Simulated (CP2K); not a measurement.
Band structure of Cd2SeS (P3m1, 4 atoms in the cell).

```
Cd2SeS
1.0
    4.29722     0.00000     0.00000
   -2.14861     3.72150     0.00000
    0.00000     0.00000     7.00717
Cd Se S
2 1 1
Cartesian
  0.00000   0.00000   3.43512
  0.00000   2.48100   0.06755
  0.00000   2.48100   4.38474
  0.00000   0.00000   0.85754
```

Level of theory: PBEsol, GPW, DZVP-MOLOPT-SR-GTH basis, GTH-PBE potentials (GTH_POTENTIALS) in CP2K.

Settings: CUTOFF = 500 Ry; REL_CUTOFF = 40 Ry; SMEAR/METHOD = FERMI_DIRAC; ELECTRONIC_TEMPERATURE = 116.05 K; KPOINTS/SCHEME = MONKHORST-PACK 6 6 3; GAMMA_CENTERED = T; XC_FUNCTIONAL = PBE:PBESOL; Cd/BASIS_SET = DZVP-MOLOPT-SR-GTH-q12; Cd/POTENTIAL = GTH-PBE-q12; Se/BASIS_SET = DZVP-MOLOPT-SR-GTH-q6; Se/POTENTIAL = GTH-PBE-q6; S/BASIS_SET = DZVP-MOLOPT-SR-GTH-q6; S/POTENTIAL = GTH-PBE-q6; METHOD = GPW.

The starting cell comes from a database of computed structures (which also holds hypothetical and non-ambient phases and stackings), without a prior relaxation at this level. Its lattice was rescaled by a random factor within 2.5 % of one. Values carry the incompleteness of an atom-centred basis. The potentials were made for another functional than the one used.

Q: Predict the gap along the standard path and the places of the band edges.

A: The gap along the path is 0.51 eV, direct at Γ to within 0.01 eV.

Levels in eV from the top of the valence band on the SCF mesh, bands 15 to 19:
```json
[
 {"point": "Γ", "15": "-0.91", "16": "-0.16", "17": "0.00", "18": "0.00", "19": "0.51"},
 {"point": "M", "15": "-2.62", "16": "-1.91", "17": "-1.35", "18": "-0.75", "19": "3.14"},
 {"point": "K", "15": "-3.03", "16": "-1.95", "17": "-1.79", "18": "-1.66", "19": "4.29"},
 {"point": "A", "15": "-0.74", "16": "-0.74", "17": "-0.19", "18": "-0.19", "19": "2.13"},
 {"point": "L", "15": "-1.61", "16": "-1.49", "17": "-1.27", "18": "-1.13", "19": "2.93"},
 {"point": "H", "15": "-2.56", "16": "-2.26", "17": "-1.28", "18": "-1.04", "19": "3.78"}
]
```

Higher empty bands are left out: an atom-centred basis made for the valence describes them poorly.
